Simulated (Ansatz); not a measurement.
Consider the following.

```yaml
crystal:
  lattice:
    - [4.42933, 0.00000, 0.00000]
    - [0.00000, 4.42933, 0.00000]
    - [2.21467, -2.21467, 2.90365]
  atoms:
    - { symbol: Cd, position: [0.00000, 0.00000, 0.00000] }
    - { symbol: Se, position: [0.75000, 0.75000, 0.50000] }
```

No spin polarisation.

Computed with Ansatz (an electronic-structure program) PBEsol, scalar-relativistic without spin-orbit coupling. Settings: 9×9×9 k-points, 0.05 eV Fermi–Dirac smearing.

Task: Predict the gap character and band gap.

Result: 
```json
{
 "gap_character": "direct at Γ",
 "band_gap": "0.31 eV"
}
```

The cells carry an imposed strain or load. Whether these cells are dynamically stable was not tested. The cell was made from CdSe in the zinc blende structure (space group F-43m, No. 216) by this change: biaxial strain +3.00 %, plane normal [001], relaxed out of plane.
